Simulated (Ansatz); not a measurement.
Given:

```
CELL_PARAMETERS angstrom
      0.00000     2.15352     2.15352
      2.15352     0.00000     2.15352
      2.15352     2.15352     0.00000
ATOMIC_POSITIONS crystal
  Mg 0.00000 0.00000 0.00000
  O  0.50000 0.50000 0.50000
```

The numbers are results of r2SCAN, rigid bands (plane waves, PAW, scalar-relativistic; Ansatz, a program for electronic structure), not measurements. Condition of this run: hydrostatic pressure of -9 GPa (compression positive) (the target of the relaxation). Cell: cell and atoms relaxed with PBEsol, then loaded as said.

Task: Predict the electron conductivity mass (n e² τ/σ) at 300 K, by direction if it differs.

Result: 0.35 mₑ.

Task: Predict the hole conductivity mass (n e² τ/σ) at 300 K, by direction if it differs.

Result: 2.4 mₑ.

Task: And the band gap?

Result: 4.98 eV at this level; semilocal functionals usually fall short of the measured gap.

Rigid bands, one relaxation time for all states, no polarons. Spin-orbit coupling is left out. Geometry: cell and atoms relaxed with PBEsol.
